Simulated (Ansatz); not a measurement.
PtC (model structure, F-43m, No. 216, 2 atoms in the cell), treated with PBE (Ansatz, a program for electronic structure, PAW).

Numerical settings: plane-wave cutoff 520 eV, 20×20×20 k mesh, Fermi–Dirac smearing 0.05 eV, scalar-relativistic PAW data made under PBE.

Cell (relaxed at this level):

```xyz
2
Lattice="0.0000 2.3591 2.3591 2.3591 0.0000 2.3591 2.3591 2.3591 0.0000" Properties=species:S:1:pos:R:3 pbc="T T T"
Pt     0.0000     0.0000     0.0000
C      1.1796     1.1796     1.1796
```

### Question
Predict the bulk modulus B0.

### Answer

* **bulk modulus B0**: 219 GPa

The run finds no gap.

Note: the bulk modulus is −V dP/dV from two relaxed cells at ±2 % in volume; the relaxation could raise the start's symmetry but not lower it, so the cell can be a saddle point.

Spin–orbit coupling is not included; it can open a gap where bands touch, and shift volumes and moduli.

Static lattice: no zero-point or thermal effects.

Computing time: roughly 90 core-seconds.

A model structure was made by putting elements into a prototype or built by hand; it is no filed structure, need not be a known phase, and can be a saddle point held by its symmetry.
